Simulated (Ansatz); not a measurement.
CsCl-type CuZn was calculated with rVV10 in Ansatz (PAW).

Run with plane-wave cutoff 520 eV, 18×18×18 k mesh, Fermi–Dirac smearing 0.05 eV, no spin polarisation, scalar-relativistic PAW data made under PBE.

Results at a series of volumes:

```
V (Å³/atom)  E − E_lowest (meV/atom)
-----------  -----------------------
12.406                         18.79
12.670                          8.00
12.934                          1.91
13.198                          0.00
13.462                          1.79
13.726                          6.87
13.990                         14.86
```

Fit the third-order Birch–Murnaghan equation and give B0 and B′.

V0 = 13.197 Å³/atom, B0 = 112 GPa, B′ = 5.0 (fit to the energies at full precision).

Measured, for comparison: bulk modulus 116 GPa (temperature not stated, not corrected to a static lattice; as tabulated in Nepal et al. (2020), arXiv:2007.11150); equilibrium volume per atom 12.93 Å³/atom (temperature not stated, not corrected to a static lattice; as tabulated in First-Principles Study on the Electrical and Thermal Conductivities of Cu–Zn …). Computed (rounded) less measured: bulk modulus -3 %, equilibrium volume per atom +2.1 %.

It cost about 110 core-seconds (a rough figure) of CPU time.

Ansatz is a first-principles code.
